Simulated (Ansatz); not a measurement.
## CaO: response to strain

Base system: CaO in the rock salt structure (space group Fm-3m, No. 225; a = 4.795 Å). Axes: x, y, z lie along the cube axes.

Strains are applied to the cell and any free atomic positions relax.

Computed with r2SCAN (Ansatz, an electronic-structure program; PAW; 500 eV plane waves; no SOC).

Candidates:
(a) strain tensor (xx, yy, zz, yz, xz, xy) = (+0.11, −1.41, +1.26, +0.90, +0.08, +0.29) %
(b) isotropic strain +0.62 %
(c) uniaxial strain ε_xx = +0.95 %
(d) isotropic strain −4.84 %

Notes on the quantities. energy relative to the base: free energy F.

**Question.** Order them by energy relative to the base, lowest first.

**Answer.** (c) uniaxial strain ε_xx = +0.95 % (+0.9 meV/atom), (b) isotropic strain +0.62 % (+1.7 meV/atom), (a) strain tensor (xx, yy, zz, yz, xz, xy) = (+0.11, −1.41, +1.26, +0.90, +0.08, +0.29) % (+3.9 meV/atom), (d) isotropic strain −4.84 % (+125 meV/atom)

No phonon test of stability was made.
